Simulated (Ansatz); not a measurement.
Given:

```
CELL_PARAMETERS angstrom
      2.19330     1.26630    10.39289
     -2.19330     1.26630    10.39289
      0.00000    -2.53261    10.39289
ATOMIC_POSITIONS crystal
  Bi 0.39865 0.39865 0.39865
  Bi 0.60135 0.60135 0.60135
  Te 0.00000 0.00000 0.00000
  Te 0.21305 0.21305 0.21305
  Te 0.78695 0.78695 0.78695
```

No spin polarisation.

Level of theory: r2SCAN+rVV10 (Ansatz, a first-principles code), scalar-relativistic without spin-orbit coupling. k-mesh 9×9×9 (Γ-centred); smearing 0.05 eV (Fermi–Dirac).

Q: Predict the band gap, valence-band top at Γ, gap character and hole mass.

A: The band gap is 0.64 eV and the valence-band top at Γ (three highest levels, from the VBM) comes out as 0.00, -0.89, -0.89 eV. The gap character comes out as direct at Γ and the hole mass comes out as 0.40 mₑ along c, 0.10 mₑ across (at Γ).

With Bi and Te present, leaving out spin-orbit coupling can change the band edges. Load acts through the strain it causes; cell and atoms are relaxed under it. Masses are band curvatures over ±0.01 Å⁻¹ around the edge. No phonon test of stability was made. The cell was made from Bi₂Te₃ in the Bi2Te3 type structure (space group R-3m, No. 166) by this change: pressure 0.3 GPa.
